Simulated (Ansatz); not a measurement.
Amorphous cells of Al, Hf, O: the gap between the highest filled and lowest empty level at the zone centre, by PBE and by a single point of HSE06 on the same geometry (PBE, scalar-relativistic without spin-orbit coupling (plane waves to 420 eV, PAW; Ansatz, a first-principles code); exact exchange cut at the cells' faces). The networks come from melt-quench runs on the CHGNet potential at compositions and starting densities chosen by hand, with anions pushed apart in the CHGNet dynamics, and DFT then relaxed them. The cells are small and were quenched far faster than real films, so single cells scatter. Defect or tail levels can set these gaps. The rows are the first to finish with both values and no moments.

```tsv
cell	PBE gap x (eV)	HSE06 gap y (eV)
A (Al28O44Hf, 3.39 g/cm3)	3.24	4.93
B (Al28O44Hf, 3.39 g/cm3)	3.61	withheld
C (Al28O44Hf, 3.42 g/cm3)	3.71	5.44
D (Hf20Al20O70, 6.60 g/cm3)	3.73	5.33
E (Hf18O39Al2, 8.56 g/cm3)	3.89	5.44
F (Hf18O39Al2, 8.56 g/cm3)	3.93	5.52
G (Hf18O39Al2, 8.56 g/cm3)	4.07	5.63
```

Task: Fit a straight line through the 6 full rows and predict the withheld value for B (Al28O44Hf, 3.39 g/cm3).

Result: Means: x = 3.762, y = 5.382. Slope = Σ(Δx Δy) / Σ(Δx²) = 0.3416 / 0.4157 = 0.822; the r.m.s. residual is 0.048. Prediction: 5.382 + 0.822 × (3.61 − 3.762) = 5.26. The run gave 5.30, 0.04 above the line.
